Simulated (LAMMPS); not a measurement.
System: a melt made from Ni (fcc), 2048 atoms, at 1380 K and 0 GPa, brought to that temperature within a few picoseconds.

Method: classical MD, pair style adp, file Ni.adp, run in LAMMPS.

Give g(r) against r (Å) as the simulation yields it.

State found: liquid.
| r (Å) | g(r) |
|---|---|
| 1.780 | 0.001 |
| 1.820 | 0.002 |
| 1.860 | 0.005 |
| 1.900 | 0.007 |
| 1.940 | 0.022 |
| 1.980 | 0.053 |
| 2.020 | 0.108 |
| 2.060 | 0.195 |
| 2.100 | 0.330 |
| 2.140 | 0.581 |
| 2.180 | 0.887 |
| 2.220 | 1.28 |
| 2.260 | 1.69 |
| 2.300 | 2.21 |
| 2.340 | 2.50 |
| 2.380 | 2.80 |
| 2.420 | 2.98 |
| 2.460 | 3.11 |
| 2.500 | 3.01 |
| 2.540 | 2.89 |
| 2.580 | 2.71 |
| 2.620 | 2.41 |
| 2.660 | 2.21 |
| 2.700 | 1.87 |
| 2.740 | 1.67 |
| 2.780 | 1.43 |
| 2.820 | 1.18 |
| 2.860 | 1.04 |
| 2.900 | 0.893 |
| 2.940 | 0.783 |
| 2.980 | 0.699 |
| 3.020 | 0.605 |
| 3.060 | 0.549 |
| 3.100 | 0.468 |
| 3.140 | 0.448 |
| 3.180 | 0.433 |
| 3.220 | 0.393 |
| 3.260 | 0.395 |
| 3.300 | 0.385 |
| 3.340 | 0.374 |
| 3.380 | 0.380 |
| 3.420 | 0.373 |
| 3.460 | 0.395 |
| 3.500 | 0.418 |
| 3.540 | 0.435 |
| 3.580 | 0.474 |
| 3.620 | 0.519 |
| 3.660 | 0.550 |
| 3.700 | 0.597 |
| 3.740 | 0.654 |
| 3.780 | 0.736 |
| 3.820 | 0.774 |
| 3.860 | 0.857 |
| 3.900 | 0.946 |
| 3.940 | 1.01 |
| 3.980 | 1.09 |
| 4.020 | 1.15 |
| 4.060 | 1.21 |
| 4.100 | 1.25 |
| 4.140 | 1.28 |
| 4.180 | 1.31 |
| 4.220 | 1.33 |
| 4.260 | 1.36 |
| 4.300 | 1.33 |
| 4.340 | 1.34 |
| 4.380 | 1.32 |
| 4.420 | 1.30 |
| 4.460 | 1.27 |
| 4.500 | 1.27 |
| 4.540 | 1.25 |
| 4.580 | 1.23 |
| 4.620 | 1.23 |
| 4.660 | 1.22 |
| 4.700 | 1.21 |
| 4.740 | 1.19 |
| 4.780 | 1.19 |
| 4.820 | 1.19 |
| 4.860 | 1.17 |
| 4.900 | 1.14 |
| 4.940 | 1.12 |
| 4.980 | 1.10 |
| 5.020 | 1.06 |
| 5.060 | 1.01 |
| 5.100 | 0.990 |
| 5.140 | 0.945 |
| 5.180 | 0.906 |
| 5.220 | 0.870 |
| 5.260 | 0.838 |
| 5.300 | 0.796 |
| 5.340 | 0.768 |
| 5.380 | 0.756 |
| 5.420 | 0.721 |
| 5.460 | 0.715 |
| 5.500 | 0.708 |
| 5.540 | 0.703 |
| 5.580 | 0.709 |
| 5.620 | 0.719 |
| 5.660 | 0.731 |
| 5.700 | 0.757 |
| 5.740 | 0.782 |
| 5.780 | 0.823 |
| 5.820 | 0.839 |
| 5.860 | 0.873 |

Caution: this liquid lies under the melting point of about 1800 K that EAM-type Ni.adp gives, so it is undercooled.
